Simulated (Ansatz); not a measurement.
Base system: MgS in the rock salt structure (space group Fm-3m, No. 225; a = 5.182 Å).

The change: a hydrostatic pressure of 7.5 GPa.

Levels (all Ansatz, a quantum-chemistry and plane-wave program, PAW): PBEsol (420 eV, no SOC); r2SCAN (500 eV, scalar-relativistic without spin-orbit coupling); HSE06 (420 eV, no SOC).

One geometry, relaxed with PBEsol, under each level:

Notes on the quantities. hole mass: degenerate bands, along [100].

```csv
level,band gap,lowest conduction level above the VBM at special points,electron mass,hole mass,pressure
PBEsol,2.88 eV,X 2.88 eV; U 3.90 eV; K 3.90 eV; Γ 4.37 eV,"0.54 mₑ along k, 0.29 mₑ across (at X)","0.26, 0.84, 0.84 mₑ (at Γ)",75.1 kbar
r2SCAN,?,?,?,?,?
HSE06,4.02 eV,X 4.02 eV; U 5.07 eV; K 5.07 eV; Γ 5.67 eV,–,–,–
```

Give the withheld r2SCAN results.


- r2SCAN, band gap: 3.65 eV
- r2SCAN, lowest conduction level above the VBM at special points: X 3.65 eV; U 4.65 eV; K 4.65 eV; Γ 5.48 eV
- r2SCAN, electron mass: 0.54 mₑ along k, 0.30 mₑ across (at X)
- r2SCAN, hole mass: 0.29, 0.84, 0.84 mₑ (at Γ)
- r2SCAN, pressure: 90.3 kbar

Single points use the geometry relaxed with PBEsol. Their cutoffs differ, which shifts pressures a little. HSE06 gaps are upper bounds (no full band path). Load acts through the strain it causes; cell and atoms are relaxed under it. Effective masses come from finite differences of ±0.01 Å⁻¹. Along k means along the line from Γ to the band edge. Whether these cells are dynamically stable was not tested. No other phases were tried under pressure.
